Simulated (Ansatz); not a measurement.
The parent structure is VBiO4 (space group I4_1/a, No. 88).

```
VBiO4
1.0
   -2.56072     2.56072     5.81064
    2.56072    -2.56072     5.81064
    2.56072     2.56072    -5.81064
Bi V O
2 2 8
Direct
  0.75000   0.25000   0.50000
  0.00000   0.00000   0.00000
  0.25000   0.75000   0.50000
  0.50000   0.50000   0.00000
  0.07979   0.96784   0.39016
  0.57768   0.68963   0.60984
  0.71784   0.82768   0.38805
  0.43963   0.32979   0.61195
  0.67021   0.28216   0.10984
  0.17232   0.56037   0.89016
  0.03216   0.42232   0.11195
  0.31037   0.92021   0.88805
```

Calculations: r2SCAN/PAW in Ansatz (an electronic-structure program), scalar-relativistic without spin-orbit coupling.

For the base:

Band gap: 2.46 eV
Gap character: indirect, Γ–X (71 % along) → N

It is then changed as follows: the cell is scaled by 1.0534 in all directions; the atoms relax in the strained cell.

### Question
What happens to the band gap, gap character and energy relative to the base?

### Answer
The band gap increases by 0.255 eV (2.46 eV → 2.71 eV); the gap character changes from indirect, Γ–X (71 % along) → N to direct at k = (0.143, -0.143, -0.286) in the run's primitive reciprocal basis; the energy rises by 119 meV/atom.

With Bi present, leaving out spin-orbit coupling can change the band edges. Stability against distortions was not tested. Starting moments died away, wholly or in part, for the base; another magnetic solution may exist. The final runs are not spin-polarised.
